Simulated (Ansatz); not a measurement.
## How far to go with the k-point mesh at a smearing width of 0.05 eV: InBi (R3m, 2 atoms in the cell)

```xyz
2
Lattice="0.0000 3.3937 3.3937 3.3937 0.0000 3.3937 3.3937 3.3937 0.0000" Properties=species:S:1:pos:R:3 pbc="T T T"
In     0.0289     0.0289     0.0289
Bi     1.6968     1.6968     1.6968
```

Method of the run: PBEsol, default PAW files made with PBE (plane waves; Ansatz, a first-principles code).

Base settings: basis.ecutwfc = 420 eV; kpoints.mp_grid.grid = 9 9 9; hamiltonian.xc = pbesol; hamiltonian.pseudopotentials = {kind: paw} (the program's default PAW files); scf.occupations.method = gaussian; scf.occupations.width = 0.1 eV.

In this ladder: scf.occupations.width = 0.05 eV.

The second cell is the first with its lattice scaled by 0.98.

Only quantities that move along the ladder and can be compared are tabulated.

The count of work is k-points × plane waves × bands × iterations; it is no time. Core times come from one kind of shared machine, to one figure; runs under 30 s give none.

The starting cell comes from a database of computed structures (which also holds hypothetical and non-ambient phases and stackings), without a prior relaxation at this level. Its lattice was rescaled by up to half a per cent. One atom was moved a little off its site on purpose. Ansatz's pressure includes its estimate of the finite-basis (Pulay) stress.

Steps (kpoints.mp_grid.grid): 3 3 3; 4 4 4; 5 5 5; 6 6 6; 8 8 8; 9 9 9; 11 11 11; 14 14 14; 16 16 16; 20 20 20.

Problem. What is the coarsest kpoints.mp_grid.grid that holds the energy of the compressed cell less the first within 0.5 meV/atom of the last step, with all finer ones?

Solution. 9 9 9, at 0.11 of the last step's count of work; the step before is off by 0.67 meV/atom.

Problem. What is the coarsest kpoints.mp_grid.grid that holds the pressure within 0.05 GPa of the last step, with all finer ones?

Solution. 9 9 9, at 0.11 of the last step's count of work; the step before is off by 0.05 GPa.

Problem. What is the coarsest kpoints.mp_grid.grid that holds the forces within 0.02 eV/Å of the last step, with all finer ones?

Solution. 11 11 11, at 0.16 of the last step's count of work; the step before is off by 0.023 eV/Å.

| kpoints.mp_grid.grid | free energy less the last step's (meV/atom) | energy of the compressed cell less the first (meV/atom) | pressure (GPa) | largest difference of a force vector from the last step's (eV/Å) | count of work / last | core time / last (rough) |
|---|---|---|---|---|---|---|
| 3 3 3 | 231.03 | 22.38 | 0.46 | 0.089 | 0.0066 | – |
| 4 4 4 | 76.38 | 8.03 | -0.50 | 0.017 | 0.014 | – |
| 5 5 5 | 32.22 | 3.41 | -0.80 | 0.001 | 0.021 | – |
| 6 6 6 | 14.71 | 1.98 | -0.89 | 0.011 | 0.035 | – |
| 8 8 8 | 3.63 | 1.50 | -0.92 | 0.031 | 0.083 | – |
| 9 9 9 | 1.77 | 1.29 | -0.94 | 0.023 | 0.11 | – |
| 11 11 11 | 0.19 | 1.18 | -0.95 | 0.018 | 0.16 | – |
| 14 14 14 | -0.18 | 0.97 | -0.96 | 0.006 | 0.32 | 0.3 |
| 16 16 16 | -0.14 | 0.90 | -0.97 | 0.003 | 0.53 | 0.5 |
| 20 20 20 | 0.00 | 0.84 | -0.97 | 0.000 | 1.0 | 1 |

The energy difference between the two cells stays within 1 meV/atom of the last step's from 8 8 8 on, the total only from 11 11 11 on: much of the error is common to both cells and cancels.

Keys are those of Ansatz 0.2.
